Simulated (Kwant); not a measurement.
## GaAs/Al0.3Ga0.7As stack with 3 barriers

Model system: GaAs/Al0.3Ga0.7As stack with 3 barriers. One parabolic valley. Leads of mass 0.067 mₑ with the band edge at 0; grid 0.1 nm; bias swept from 0.0096 to 0.36 V, dropping linearly over the stack. Emitter Fermi level 0.02 eV, 4 K, equal in the collector.

```csv
layer,thickness (nm),band offset (eV),mass (mₑ)
1,2,0.24,0.092
2,3.7,0,0.067
3,2,0.24,0.092
4,6.2,0,0.067
5,2,0.24,0.092
```

Constants are typed, rounded textbook-type inputs, not results; the design itself was drawn at random and stands for no fabricated device.

Kwant, one-band effective-mass tight-binding model in one dimension, coherent, no space charge, current by the Tsu-Esaki formula.

| bias (V) | J (A/cm²) |
|---|---|
| 0.009600 | 3.35 |
| 0.02168 | 10.3 |
| 0.03377 | 31.9 |
| 0.04585 | 153 |
| 0.05793 | 1380 |
| 0.07001 | 2360 |
| 0.08210 | 1070 |
| 0.09418 | 331 |
| 0.1063 | 214 |
| 0.1183 | 181 |
| 0.1304 | 176 |
| 0.1425 | 188 |
| 0.1546 | 215 |
| 0.1667 | 262 |
| 0.1788 | 335 |
| 0.1908 | 451 |
| 0.2029 | 643 |
| 0.2150 | 972 |
| 0.2271 | 1580 |
| 0.2392 | 2810 |
| 0.2513 | 5640 |
| 0.2633 | 12700 |
| 0.2754 | 26900 |
| 0.2875 | 42600 |
| 0.2996 | 49700 |
| 0.3117 | 43700 |
| 0.3237 | 32700 |
| 0.3358 | 26000 |
| 0.3479 | 23600 |
| 0.3600 | 24300 |
